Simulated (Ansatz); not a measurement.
The reference is ZrB2 (space group P6/mmm, No. 191; a = 3.1714 Å, c = 3.5418 Å; relaxed with 0.1 eV smearing). Axes: x lies along a and z along c of the hexagonal cell.

Computed with PBE/PAW in Ansatz (an electronic-structure program), scalar-relativistic without spin-orbit coupling.

Perturbation: uniaxial strain ε_zz = −1.50 %, all other strain components held at zero, atoms relaxed at fixed cell.

Problem. Predict the stress tensor and what it implies for the stiffness.

Solution. Stress of the strained cell less that of the base (GPa, compression positive):
```
    1.9     0.0     0.0
    0.0     1.9     0.0
    0.0     0.0     6.7
```

Then −Δσ_ii/ε with ε = -0.0150 gives secant stiffness values (nonlinear terms included at this strain): C33 ≈ 449 GPa, C13 ≈ 128 GPa and C23 ≈ 128 GPa.

Whether these cells are dynamically stable was not tested. The final runs are not spin-polarised.
